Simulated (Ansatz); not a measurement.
GaN under load (space group P6_3mc), r2SCAN with spin-orbit coupling, rigid bands run with Ansatz (a quantum-chemistry and plane-wave program). Condition of this run: hydrostatic pressure of -8 GPa (compression positive) (the target of the relaxation). Band gap 2.02 eV, N_c = 1.71e18 cm⁻³ and N_v = 9.11e19 cm⁻³ at 300 K, conductivity masses along z (a = (3.23, 0.00, 0.00) Å; b = (-1.62, 2.80, 0.00) Å; c = (0.00, 0.00, 5.27) Å) of 0.161 mₑ (electrons) and 1.73 mₑ (holes). Take k_BT = 0.02585 eV.

What thermal injection velocity √(2k_BT/πm) limits a ballistic channel along the direction named?

1.34e7 cm/s for electrons and 4.09e6 cm/s for holes, a ratio of √(m_h/m_e) = 3.28, for dilute carriers.

Find the intrinsic carrier density and the intrinsic Fermi level.

n_i = √(N_c N_v) exp(−E_g/2k_BT) = 1.25e19 × exp(−39.07) = 1.3e2 cm⁻³. The level lies (k_BT/2) ln(N_v/N_c) = 51 meV from mid-gap (positive towards the conduction band). Each 0.1 eV added to the gap lowers n_i by a factor of 6.9.

Rigid bands with the computed gap; masses take one relaxation time for all states. Geometry: cell and atoms relaxed with PBEsol.
